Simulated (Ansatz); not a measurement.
System: rutile MgH2. Method: RPBE (PAW; Ansatz, an electronic-structure program).

Run with plane-wave cutoff 520 eV, 8×8×12 k mesh (along the axes of the cell as run), Fermi–Dirac smearing 0.01 eV, scalar-relativistic PAW data made under PBE.

Response to compression and expansion:

Shape and atoms are relaxed at each volume.

```csv
V (Å³/atom),P (GPa),direct gap at Γ (eV),smallest gap on the k mesh (eV),c (Å)
10.171,1.99,5.315,3.934,3.015
10.383,0.96,5.350,3.920,3.027
10.594,0.01,5.386,3.906,3.038
10.806,-0.85,5.388,3.894,3.049
11.018,-1.63,5.334,3.881,3.059
```

The fundamental gap (3.88 eV at the equilibrium volume, with added k points) lies elsewhere than Γ–Γ.

Note: the bulk modulus comes from volumes at which shape and atoms were relaxed.
